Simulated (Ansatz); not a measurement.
The starting structures come from a database of crystals and need not be the phases stable at ambient conditions.

The decay constant κ of evanescent states in the gap governs leakage through a thin film.

Data:

```
TlIO3
1.0
    6.53867     0.00000     0.00000
    0.00000     8.26999     0.00000
    3.26933     2.75666     1.88755
Tl I O
1 1 3
Direct
  0.00000   0.99637   0.00000
  0.00000   0.49279   0.00000
  0.56685   0.10230   0.86629
  0.00000   0.53544   0.56685
  0.43315   0.53544   0.56685
```

Space group of this cell: R3m. The cell was relaxed by PBE-D3(BJ); by r2SCAN its mean pressure is -4.2 GPa.

Transport runs along the normal of the first two printed cell vectors, the (100) plane of the conventional cell.

The gap is the functional's own. No spin-orbit coupling. Mid-gap values are interpolated on the energy grid.

Task: Compute, with r2SCAN in Ansatz (a first-principles code), the band gap and the smallest decay constant κ at mid-gap.

Result: Gap 3.38 eV on a 16×16×16 mesh; κ = 0.335 1/Å, at (0.000, 0.250) of the in-plane reciprocal vectors. At the zone centre, at the nearest computed energy, the slowest state has κ = 0.39 1/Å.
